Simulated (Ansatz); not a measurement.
Slab thickness and the (111) surface of fcc Pb: the same face, mesh and vacuum, all atoms relaxed in the 1x1 cell under the symmetry of the ideal cut; the real face may buckle or reconstruct.

The numbers are results of PBE (plane waves to 420 eV, PAW; Ansatz, a quantum-chemistry and plane-wave program), not measurements.

```
atoms  thickness (Å)    γ (J/m²)  work function, top face (eV)                              rough cost
-----  -------------  ----------  ----------------------------  --------------------------------------
2                2.6  (withheld)                    (withheld)            very roughly 12 core-seconds
3                5.5  (withheld)                    (withheld)            very roughly 20 core-seconds
4                8.6        0.24                          3.84  about 28 core-seconds (a rough figure)
5               11.3        0.29                          3.64            very roughly 50 core-seconds
6               14.4        0.25                          3.82  about 40 core-seconds (a rough figure)
7               17.1        0.28                          3.68  about 70 core-seconds (a rough figure)
9               23.0        0.27                    (withheld)                 roughly 90 core-seconds
```

Task: Some entries are withheld; supply them.

Result: 
- 2, γ (J/m²): 0.21
- 2, work function, top face (eV): 3.69
- 3, γ (J/m²): 0.33
- 3, work function, top face (eV): 3.83
- 9, work function, top face (eV): 3.72
